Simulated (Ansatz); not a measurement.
# A computed series for SnO: response to strain

Base system: SnO (space group P4/nmm, No. 129; a = 3.793 Å, c = 4.764 Å; layered, stacked along the Cartesian z axis). Axes: x, y, z lie along a, b, c of the conventional cell.

Strains are applied to the cell and any free atomic positions relax; under biaxial strain the out-of-plane vector relaxes too.

Level of theory: r2SCAN+rVV10 in Ansatz (plane waves to 500 eV, PAW, no spin-orbit coupling).

**Question.** Only one of these has a band gap. Which?
A. biaxial strain −1.86 %, plane normal [001], relaxed out of plane
B. isotropic strain +0.60 %
C. uniaxial strain ε_zz = −3.98 %

**Answer.** B, isotropic strain +0.60 %. Computed: isotropic strain +0.60 %: 0.18 eV; biaxial strain −1.86 %, plane normal [001], relaxed out of plane: zero; uniaxial strain ε_zz = −3.98 %: zero

A case with no gap was solved on a k-mesh chosen for an insulator, which is coarse for it. Whether these cells are dynamically stable was not tested. The base started in Cmce and relaxed to P4/nmm at this level. All final runs are without spin polarisation. A zero or small gap of SnO can be the functional's error rather than a property of the material.

Ansatz is a program for electronic structure.
